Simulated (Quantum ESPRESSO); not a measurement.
One base run on Al3NiMo12 (Pmmm, 16 atoms in the cell) and variants with one or two settings moved

```yaml
crystal:
  lattice:
    - [4.96627, 0.00000, 0.00000]
    - [0.00000, 4.96659, 0.00000]
    - [0.00000, 0.00000, 9.95159]
  atoms:
    - { symbol: Al, position: [0.50000, 0.50000, 0.25054] }
    - { symbol: Al, position: [0.50000, 0.50000, 0.74946] }
    - { symbol: Al, position: [0.00000, 0.00000, 0.00000] }
    - { symbol: Ni, position: [0.00000, 0.00000, 0.50000] }
    - { symbol: Mo, position: [0.50000, 0.00000, 0.37655] }
    - { symbol: Mo, position: [0.50000, 0.00000, 0.62345] }
    - { symbol: Mo, position: [0.50000, 0.00000, 0.87552] }
    - { symbol: Mo, position: [0.50000, 0.00000, 0.12448] }
    - { symbol: Mo, position: [0.75248, 0.50000, 0.00000] }
    - { symbol: Mo, position: [0.24752, 0.50000, 0.00000] }
    - { symbol: Mo, position: [0.74988, 0.50000, 0.50000] }
    - { symbol: Mo, position: [0.25012, 0.50000, 0.50000] }
    - { symbol: Mo, position: [0.00000, 0.74981, 0.25204] }
    - { symbol: Mo, position: [0.00000, 0.25019, 0.74796] }
    - { symbol: Mo, position: [0.00000, 0.25019, 0.25204] }
    - { symbol: Mo, position: [0.00000, 0.74981, 0.74796] }
```

Base run A: PBEsol, PSlibrary PAW (PBE) pseudopotentials in Quantum ESPRESSO, self-consistent single point.

Its settings: ecutwfc = 55 Ry; ecutrho = 330 Ry; occupations = smearing; smearing = methfessel-paxton; degauss = 0.0073499 Ry; input_dft = pbesol; K_POINTS = automatic 4 4 2 0 0 0; conv_thr = 1e-11 Ry; mixing_beta = 0.7.

The starting cell comes from a database of computed structures (which also holds hypothetical and non-ambient phases and stackings), without a prior relaxation at this level. Spin polarisation is off. In the base run, with a pressure of about -10 GPa the cell is away from its equilibrium volume at this level.

ΔF is the free energy per atom less that of run A. 

Run A gave: pressure (GPa) -9.68; largest force (eV/Å) 0.136; k-points 18.

Runs:
- B: ecutwfc: 55 Ry → 33 Ry; ecutrho: 330 Ry → 198 Ry
- C: K_POINTS: automatic 4 4 2 0 0 0 → automatic 4 4 2 0 0 1

**Question.** What does run C change against A?

**Answer.** The free energy drops by 12.1 meV/atom, the pressure goes from -9.68 to -10.04 GPa and the largest force goes from 0.136 to 0.392 eV/Å.

**Question.** What does run B change against A?

**Answer.** The free energy goes up by 270 meV/atom, the pressure goes from -9.68 to -25.59 GPa and the largest force goes from 0.136 to 0.128 eV/Å.

```json
[
 {"run": "A", "ΔF (meV/atom)": "0.00", "pressure (GPa)": "-9.68", "largest force (eV/Å)": "0.136", "k-points": "18"},
 {"run": "B", "ΔF (meV/atom)": "270.1", "pressure (GPa)": "-25.59", "largest force (eV/Å)": "0.128", "k-points": "18"},
 {"run": "C", "ΔF (meV/atom)": "-12.1", "pressure (GPa)": "-10.04", "largest force (eV/Å)": "0.392", "k-points": "9"}
]
```
